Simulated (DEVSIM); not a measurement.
System: Au/SiO2/n-Si capacitor, at 250 K.

Layer 1 from the left is SiO2, thickness (nm) 3.50. Layer 2 from the left is Si, thickness (nm) 14000, Nd (cm⁻³) 1.8e15.

Metal gate on the left, work function 5.1 eV. Fixed charge at the semiconductor interface 0 cm⁻² (in units of +e); no interface traps.

The device is made up for the run: typed textbook-type constants, with dimensions and the other settings drawn at random. Values at 300 K; Nc and Nv go as T^1.5, mobilities as T to minus their exponent, the gap by Varshni's rule with the affinity fixed.

SiO2: gap (eV) 9, affinity (eV) 0.9, permittivity 3.9. Si: gap (eV) 1.124, affinity (eV) 4.05, permittivity 11.7, Nc (cm⁻³) 2.86e19, Nv (cm⁻³) 3.1e19, Varshni α (eV/K) 0.000473, Varshni β (K) 636.

Problem. Estimate by hand the flat-band voltage, the threshold voltage, and compare with a numerical solution.

Solution. 
- Flat-band voltage: C = 0.987 μF/cm², work-function difference 0.847 V; VFB = φms − qNf/C = 0.85 V; numerical 0.85 V.
- Threshold voltage: φF = 0.365 V, depletion charge √(4εqNφF) = 2.09e-8 C/cm²; VT = VFB − 2φF − Qd/C = 0.10 V; numerical 0.10 V.

Model (solved in DEVSIM): 1D Poisson equation in equilibrium, Boltzmann statistics, complete ionisation; no quantum confinement or tunnelling. Metal contacts follow the ideal Schottky-Mott rule: no Fermi-level pinning, no interface dipoles.
